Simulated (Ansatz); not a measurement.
## MgSe under a change: 7 layers

Consider MgSe in the rock salt structure (space group Fm-3m, No. 225; a = 5.472 Å). Axes: x, y, z lie along the cube axes.

It is then changed as follows: a free-standing slab of 7 layers (14 atoms, 2 a layer) is cut normal to the z axis, with 15 Å of vacuum and the in-plane cell held at bulk.

All numbers come from Kohn–Sham DFT with the r2SCAN functional, run in Ansatz (a quantum-chemistry and plane-wave program) with PAW and 500 eV plane waves, spin-orbit coupling left out. Settings: 9×9×1 k-points, 0.05 eV Fermi–Dirac smearing, for the changed cell.

```tsv
quantity	base	changed	shift
layer's space group (with vacuum)	–	P4/mmm (No. 123)	–
shortest interatomic distance	2.736 Å	2.617 Å	-0.119 Å
band gap	2.48 eV	2.45 eV	-0.03 eV
gap character	–	indirect, Γ → M	–
smallest direct gap	3.44 eV	2.72 eV	-0.72 eV
valence-band top at Γ (three highest levels, from the VBM)	0.00, 0.00, 0.00 eV	0.00, 0.00, -0.22 eV	–
excess energy per area of both faces (slab less bulk energy over the cell's area: twice a surface energy)	–	0.79 J/m²	–
change of the spacing d12 from its bulk value of 2.736 Å	–	-1.9 %	–
```

Cost of the whole job for the changed cell (relaxation, final SCF and bands): about 7 core-minutes (a rough figure).

Slab and bulk use different k-meshes, which limits the precision of the excess energy. No phonon test of stability was made. Labels are those of the standard path for the cell's own space group.
